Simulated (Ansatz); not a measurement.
HfC, pressure series

Take HfC in the rock salt structure (space group Fm-3m, No. 225; a = 4.652 Å) as the base.

Cell and atoms are relaxed at each pressure.

The values are results of plane-wave PAW DFT at the PBE level (Ansatz, an electronic-structure program, 420 eV), no SOC, not measurements.

Notes on the quantities. enthalpy: H = E + PV relative to the base's energy.

```tsv
variant	shortest interatomic distance	enthalpy
base	2.326 Å	–
pressure −2 GPa	2.332 Å	-0.16 eV/atom
pressure −1 GPa	2.329 Å	-0.08 eV/atom
pressure 1.8 GPa	2.320 Å	+0.14 eV/atom
pressure 4.2 GPa	2.312 Å	+0.33 eV/atom
pressure 9 GPa	2.298 Å	+0.69 eV/atom
pressure 18 GPa	…	+1.36 eV/atom
pressure 30 GPa	…	+2.23 eV/atom
pressure 45 GPa	2.216 Å	+3.27 eV/atom
pressure 60 GPa	…	+4.27 eV/atom
```

Fill in the withheld entries from the trend.


- pressure 18 GPa, shortest interatomic distance: 2.274 Å
- pressure 30 GPa, shortest interatomic distance: 2.246 Å
- pressure 60 GPa, shortest interatomic distance: 2.190 Å

Load acts through the strain it causes; cell and atoms are relaxed under it. No phonon test of stability was made. No other phases were tried under pressure. The final runs are not spin-polarised.
